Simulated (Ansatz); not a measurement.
We consider BeS (model structure, started from the NiAs type, P6₃/mmc, No. 194, 4 atoms in the cell), described by PBE0 in Ansatz (plane waves, PAW).

Settings: plane-wave cutoff 460 eV, 9×9×6 k mesh (along the axes of the cell as run), Fermi–Dirac smearing 0.01 eV, scalar-relativistic PAW data made under PBE.

Cell (relaxed with PBEsol):

```
CELL_PARAMETERS angstrom
      3.27121     0.00000     0.00000
     -1.63561     2.83295     0.00000
      0.00000     0.00000     5.20687
ATOMIC_POSITIONS crystal
  Be 0.00000 0.00000 0.00000
  Be 0.00000 0.00000 0.50000
  S  0.33333 0.66667 0.25000
  S  0.66667 0.33333 0.75000
```

Estimate the band gap that the calculation returns.


- band gap: 2.96 eV (on the SCF k mesh)

Note: the relaxation could raise the start's symmetry but not lower it, so the cell can be a saddle point; cell and atoms aren't relaxed at this level (pressure 1.4 GPa).

Static lattice: no zero-point or thermal effects.

A model structure was made by putting elements into a prototype or built by hand; it is no filed structure, need not be a known phase, and can be a saddle point held by its symmetry.

Ansatz is a quantum-chemistry and plane-wave program.
